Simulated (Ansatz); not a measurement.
Partial pair distribution functions of a relaxed model of amorphous Si₂₄O₅₁Y₂, broadened by 0.06 Å; density 2.28 g/cm³. Calculation: PBE, scalar-relativistic without spin-orbit coupling (plane waves to 420 eV, PAW; Ansatz, an electronic-structure program).

The cell was made by melting and quenching with the CHGNet potential and then relaxed with DFT. O atoms were pushed apart under 1.9 Å during the dynamics, to hinder bonds among them. The hot cell started wider than the set density and was brought back towards it in steps. It is the lowest in DFT energy of 2 quenches. It is a model cell: composition and starting density were chosen by hand, and all elements were melted together. No dispersion term was used. Its density started from a set value of 2.38 and ended at 2.28 g/cm³. Cooling (nominally 400 K/ps over its main leg) ran many orders faster than in experiment, which tends to leave more defects and strain. A cell of this size samples the disorder only roughly. Volume and shape were free in the relaxation.

```json
[
 {"r (Å)": "1.35", "g Si-O": "0.00", "g O-Y": "0.00", "g Si-Si": "0.00", "g O-O": "0.00"},
 {"r (Å)": "1.45", "g Si-O": "0.28", "g O-Y": "0.00", "g Si-Si": "0.00", "g O-O": "0.00"},
 {"r (Å)": "1.55", "g Si-O": "7.19", "g O-Y": "0.00", "g Si-Si": "0.00", "g O-O": "0.00"},
 {"r (Å)": "1.65", "g Si-O": "16.82", "g O-Y": "0.00", "g Si-Si": "0.00", "g O-O": "0.00"},
 {"r (Å)": "1.75", "g Si-O": "3.87", "g O-Y": "0.00", "g Si-Si": "0.00", "g O-O": "0.00"},
 {"r (Å)": "1.85", "g Si-O": "0.11", "g O-Y": "0.00", "g Si-Si": "0.00", "g O-O": "0.00"},
 {"r (Å)": "1.95", "g Si-O": "0.00", "g O-Y": "0.28", "g Si-Si": "0.00", "g O-O": "0.00"},
 {"r (Å)": "2.05", "g Si-O": "0.00", "g O-Y": "5.17", "g Si-Si": "0.00", "g O-O": "0.00"},
 {"r (Å)": "2.15", "g Si-O": "0.00", "g O-Y": "6.66", "g Si-Si": "0.00", "g O-O": "0.00"},
 {"r (Å)": "2.25", "g Si-O": "0.00", "g O-Y": "0.64", "g Si-Si": "0.14", "g O-O": "0.01"},
 {"r (Å)": "2.35", "g Si-O": "0.00", "g O-Y": "0.39", "g Si-Si": "0.40", "g O-O": "0.08"},
 {"r (Å)": "2.45", "g Si-O": "0.00", "g O-Y": "1.11", "g Si-Si": "0.07", "g O-O": "0.30"},
 {"r (Å)": "2.55", "g Si-O": "0.00", "g O-Y": "1.45", "g Si-Si": "0.01", "g O-O": "2.57"},
 {"r (Å)": "2.65", "g Si-O": "0.00", "g O-Y": "2.13", "g Si-Si": "0.26", "g O-O": "6.59"},
 {"r (Å)": "2.75", "g Si-O": "0.00", "g O-Y": "0.60", "g Si-Si": "1.08", "g O-O": "4.26"},
 {"r (Å)": "2.85", "g Si-O": "0.05", "g O-Y": "0.02", "g Si-Si": "2.21", "g O-O": "1.41"},
 {"r (Å)": "2.95", "g Si-O": "0.25", "g O-Y": "0.03", "g Si-Si": "4.24", "g O-O": "0.41"},
 {"r (Å)": "3.05", "g Si-O": "0.37", "g O-Y": "0.46", "g Si-Si": "4.63", "g O-O": "0.25"},
 {"r (Å)": "3.15", "g Si-O": "0.64", "g O-Y": "0.47", "g Si-Si": "2.96", "g O-O": "0.49"},
 {"r (Å)": "3.25", "g Si-O": "0.78", "g O-Y": "0.09", "g Si-Si": "0.64", "g O-O": "0.65"},
 {"r (Å)": "3.35", "g Si-O": "0.89", "g O-Y": "0.73", "g Si-Si": "0.02", "g O-O": "0.62"},
 {"r (Å)": "3.45", "g Si-O": "1.10", "g O-Y": "0.78", "g Si-Si": "0.00", "g O-O": "0.64"},
 {"r (Å)": "3.55", "g Si-O": "1.10", "g O-Y": "0.07", "g Si-Si": "0.00", "g O-O": "0.55"},
 {"r (Å)": "3.65", "g Si-O": "1.30", "g O-Y": "0.25", "g Si-Si": "0.00", "g O-O": "0.54"},
 {"r (Å)": "3.75", "g Si-O": "1.43", "g O-Y": "1.12", "g Si-Si": "0.04", "g O-O": "0.79"},
 {"r (Å)": "3.85", "g Si-O": "1.32", "g O-Y": "1.49", "g Si-Si": "0.44", "g O-O": "0.98"},
 {"r (Å)": "3.95", "g Si-O": "1.36", "g O-Y": "0.39", "g Si-Si": "0.72", "g O-O": "0.66"},
 {"r (Å)": "4.05", "g Si-O": "1.54", "g O-Y": "0.24", "g Si-Si": "0.63", "g O-O": "0.57"},
 {"r (Å)": "4.15", "g Si-O": "1.77", "g O-Y": "1.55", "g Si-Si": "0.42", "g O-O": "0.87"},
 {"r (Å)": "4.25", "g Si-O": "1.70", "g O-Y": "1.52", "g Si-Si": "0.48", "g O-O": "0.85"},
 {"r (Å)": "4.35", "g Si-O": "1.34", "g O-Y": "1.23", "g Si-Si": "0.43", "g O-O": "0.69"},
 {"r (Å)": "4.45", "g Si-O": "0.86", "g O-Y": "1.52", "g Si-Si": "0.41", "g O-O": "0.68"},
 {"r (Å)": "4.55", "g Si-O": "0.57", "g O-Y": "1.41", "g Si-Si": "0.94", "g O-O": "0.82"},
 {"r (Å)": "4.65", "g Si-O": "0.46", "g O-Y": "1.46", "g Si-Si": "1.25", "g O-O": "1.01"},
 {"r (Å)": "4.75", "g Si-O": "0.66", "g O-Y": "1.20", "g Si-Si": "0.96", "g O-O": "0.96"},
 {"r (Å)": "4.85", "g Si-O": "0.63", "g O-Y": "1.54", "g Si-Si": "1.31", "g O-O": "1.24"},
 {"r (Å)": "4.95", "g Si-O": "0.74", "g O-Y": "1.77", "g Si-Si": "1.59", "g O-O": "1.46"},
 {"r (Å)": "5.05", "g Si-O": "0.77", "g O-Y": "1.01", "g Si-Si": "1.25", "g O-O": "1.68"},
 {"r (Å)": "5.15", "g Si-O": "0.88", "g O-Y": "0.78", "g Si-Si": "1.23", "g O-O": "1.62"}
]
```

Within 1.92 Å each Si has 4.00 O neighbours on average.
